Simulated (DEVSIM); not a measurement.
Device: Schottky contact on n-type β-Ga2O3, at 300 K.

```tsv
layer (left to right)	material	thickness (μm)	Nd (cm⁻³)	τn (s)	τp (s)
1	β-Ga2O3	15.0	6e15	1.8e-8	1.8e-8
```

Left contact: Schottky, work function 5.73 eV, emission velocity 4.3e6 cm/s. Right contact: ohmic. Voltage is applied to the left contact. Recombination: SRH at mid-gap, Auger. Mobility is μmin + (μ − μmin)/(1 + (N/Nref)^α).

The device is made up for the run: typed textbook-type constants, with dimensions and the other settings drawn at random. Values at 300 K; Nc and Nv go as T^1.5, mobilities as T to minus their exponent, the gap by Varshni's rule with the affinity fixed.

```tsv
parameter	β-Ga2O3
gap (eV)	4.8
affinity (eV)	4
permittivity	10
Nc (cm⁻³)	3.7e18
Nv (cm⁻³)	5e20
μn (cm²/Vs)	160
μp (cm²/Vs)	1
μn,min	20
μp,min	0.1
Nref,n	1e18
Nref,p	1e18
αn	0.8
αp	0.8
T exponent of μn	1.8
T exponent of μp	1.5
Cn (cm⁶/s)	1e-31
Cp (cm⁶/s)	1e-31
Varshni α (eV/K)	0.0004
Varshni β (K)	600
```

Model (solved in DEVSIM): 1D drift-diffusion, Boltzmann statistics, complete ionisation; no tunnelling, impact ionisation, image-force lowering or self-heating. Metal contacts follow the ideal Schottky-Mott rule: no Fermi-level pinning, no interface dipoles.

The temperature was swept, all else fixed.

| temperature (K) | potential step across the device at zero bias (V) | dark forward voltage at 1 A/cm² (V) |
|---|---|---|
| 250 | 1.597 | 1.444 |
| 300 | 1.564 | ___ |
| 350 | 1.529 | 1.326 |
| 400 | 1.494 | 1.267 |
| 450 | 1.457 | 1.207 |
| 500 | 1.420 | 1.149 |

**Question.** What belongs in the gaps?

**Answer.** 
- 300, dark forward voltage at 1 A/cm² (V): 1.385
